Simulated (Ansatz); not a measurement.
Levels about the gap of amorphous hafnium silicate (Si$_{24}$O$_{50}$Hf) (75 atoms in a cell of 1103 Å³, 2.49 g/cm³; zone centre alone, so wide bands show as single levels with stretches between that a denser mesh fills), at the geometry that PBE relaxed, where it gives 0.0 GPa on a denser mesh. The participation number counts the atoms over which a state spreads; weights are charges in smoothed Voronoi cells. The levels come from a single point, so bond lengths are those of that geometry. Method of the levels: r2SCAN, scalar-relativistic without spin-orbit coupling (Ansatz, a first-principles code). Sampling: the zone centre alone; Fermi-Dirac width 0.02 eV; no spin polarisation. At PBE the levels at the filled edge of the gap are localised (band-tail or defect states).

The cell was made by melting and quenching with the CHGNet potential and then relaxed with DFT. O atoms were pushed apart under 1.9 Å during the dynamics, to hinder bonds among them. The hot cell started wider than the set density and was brought back towards it in steps. It is the lowest in DFT energy of 2 quenches. It is a model cell: composition and starting density were chosen by hand, and all elements were melted together. No dispersion term was used. Its density started from a set value of 2.44 and ended at 2.49 g/cm³. The simulated quench (nominally 480 K/ps over its main leg) is rapid and tends to freeze in more defects than a deposited or slowly cooled glass has. One small periodic cell is one sample of the glass; other quenches scatter about these values. The volume was free in the relaxation, at fixed shape. Stress components on the final sampling reach 2.0 GPa.

| E - E(highest filled), eV | filling | participation number | largest on | weight O | weight Hf | weight Si |
|---|---|---|---|---|---|---|
| -0.20 | filled | 23.0 | O, 2 neighbours | 0.96 | 0.00 | 0.04 |
| -0.19 | filled | 12.1 | O, 2 neighbours | 0.96 | 0.00 | 0.04 |
| -0.14 | filled | 22.9 | O, 2 neighbours | 0.96 | 0.00 | 0.04 |
| -0.10 | filled | 14.3 | O, 2 neighbours | 0.96 | 0.01 | 0.03 |
| -0.07 | filled | 13.3 | O, 2 neighbours | 0.96 | 0.00 | 0.04 |
| -0.02 | filled | 20.1 | O, 2 neighbours | 0.96 | 0.00 | 0.03 |
| 0.00 | filled | 13.8 | O, 2 neighbours | 0.96 | 0.00 | 0.04 |
| 5.71 | empty | 53.3 | Hf, 5 neighbours | 0.67 | 0.06 | 0.26 |
| 6.48 | empty | 3.4 | Hf, 5 neighbours | 0.39 | 0.53 | 0.08 |
| 6.70 | empty | 2.6 | Hf, 5 neighbours | 0.35 | 0.60 | 0.05 |
| 7.20 | empty | 21.4 | Si, 4 neighbours | 0.61 | 0.03 | 0.36 |
| 7.21 | empty | 4.9 | Hf, 5 neighbours | 0.47 | 0.43 | 0.10 |
| 7.41 | empty | 26.6 | Si, 4 neighbours | 0.57 | 0.06 | 0.37 |
| 7.58 | empty | 44.9 | O, 2 neighbours | 0.63 | 0.04 | 0.33 |

Most localised among these is the empty level at +6.70 eV, on a Hf atom, which has 5 neighbours (O 1.94 Å, O 1.99 Å, O 1.99 Å, O 2.01 Å, O 2.42 Å).
